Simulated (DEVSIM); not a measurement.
Device: Ti/Al2O3/p-Ge capacitor, at 250 K.

| layer (left to right) | material | thickness (nm) | Na (cm⁻³) |
|---|---|---|---|
| 1 | Al2O3 | 23.0 | - |
| 2 | Ge | 9300 | 4.1e15 |

Metal gate on the left, work function 4.33 eV. Fixed charge at the semiconductor interface -3.6e10 cm⁻² (in units of +e); interface traps 3e10 cm⁻² eV⁻¹, uniform in energy, neutral level at 0.7 of the gap above the valence band.

The device is made up for the run: typed textbook-type constants, with dimensions and the other settings drawn at random. Values at 300 K; Nc and Nv go as T^1.5, mobilities as T to minus their exponent, the gap by Varshni's rule with the affinity fixed.

| parameter | Al2O3 | Ge |
|---|---|---|
| gap (eV) | 6.8 | 0.664 |
| affinity (eV) | 1.35 | 4 |
| permittivity | 9 | 16 |
| Nc (cm⁻³) | - | 1.04e19 |
| Nv (cm⁻³) | - | 6e18 |
| Varshni α (eV/K) | - | 0.000477 |
| Varshni β (K) | - | 235 |

DEVSIM, 1D Poisson equation in equilibrium, Boltzmann statistics, complete ionisation; no quantum confinement or tunnelling. Metal contacts follow the ideal Schottky-Mott rule: no Fermi-level pinning, no interface dipoles.

### Question
Tabulate band edges, carrier densities and field at -0.85 V on the gate.

### Answer
Energies count from the Fermi level of the right contact; mesh points crowd at the junctions.

| x (μm) | Ec (eV) | Ev (eV) | n (cm⁻³) | p (cm⁻³) | field (V/cm) |
|---|---|---|---|---|---|
| 0.000 | 3.830 | -2.970 | < 1e2 | < 1e2 | -220000 |
| 0.001740 | 3.792 | -3.008 | < 1e2 | < 1e2 | -220000 |
| 0.005818 | 3.702 | -3.098 | < 1e2 | < 1e2 | -220000 |
| 0.01426 | 3.517 | -3.283 | < 1e2 | < 1e2 | -220000 |
| 0.02104 | 3.369 | -3.432 | < 1e2 | < 1e2 | -220000 |
| 0.02291 | 3.328 | -3.472 | < 1e2 | < 1e2 | -220000 |
| 0.02455 | 0.660 | -0.023 | 400000 | 1.6e18 | -86000 |
| 0.03133 | 0.623 | -0.060 | 2200000 | 2.8e17 | -36000 |
| 0.04635 | 0.589 | -0.094 | 1.0e7 | 5.9e16 | -15000 |
| 0.08515 | 0.557 | -0.126 | 4.6e7 | 1.3e16 | -4700 |
| 0.1854 | 0.537 | -0.146 | 1.2e8 | 5.2e15 | -770 |
| 0.5950 | 0.532 | -0.151 | 1.5e8 | 4.1e15 | ≈ 0 |
| 1.502 | 0.532 | -0.151 | 1.5e8 | 4.1e15 | ≈ 0 |
| 3.846 | 0.532 | -0.151 | 1.5e8 | 4.1e15 | ≈ 0 |
| 7.698 | 0.532 | -0.151 | 1.5e8 | 4.1e15 | ≈ 0 |
| 8.694 | 0.532 | -0.151 | 1.5e8 | 4.1e15 | ≈ 0 |
| 9.080 | 0.532 | -0.151 | 1.5e8 | 4.1e15 | ≈ 0 |
| 9.230 | 0.532 | -0.151 | 1.5e8 | 4.1e15 | ≈ 0 |
| 9.297 | 0.532 | -0.151 | 1.5e8 | 4.1e15 | ≈ 0 |
| 9.314 | 0.532 | -0.151 | 1.5e8 | 4.1e15 | ≈ 0 |
| 9.320 | 0.532 | -0.151 | 1.5e8 | 4.1e15 | ≈ 0 |
| 9.323 | 0.532 | -0.151 | 1.5e8 | 4.1e15 | ≈ 0 |
